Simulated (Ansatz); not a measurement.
Base system: Ta₃Sb in the A15 (Cr3Si type) structure (space group Pm-3n, No. 223; a = 5.239 Å). Axes: x, y, z lie along the cube axes.

The values are results of plane-wave PAW DFT at the PBEsol level (Ansatz, a first-principles code, 420 eV), spin-orbit coupling left out, not measurements.

Perturbation: the cell is scaled by 0.9710 in all directions; the atoms relax in the strained cell.

### Question
Predict the stress tensor and what it implies for the stiffness.

### Answer
Stress of the strained cell less that of the base (GPa, compression positive):
```
   21.5     0.0     0.0
    0.0    21.5     0.0
    0.0     0.0    21.5
```

Then B = −ΔP/(ΔV/V₀) with ΔV/V₀ = -0.0845 gives secant stiffness values (nonlinear terms included at this strain): B ≈ 255 GPa.

As a check, the harmonic strain energy −½ V₀ Δσ:ε is 110 meV/atom; the computed energy rise is 94 meV/atom.

Whether these cells are dynamically stable was not tested. The final runs are not spin-polarised.
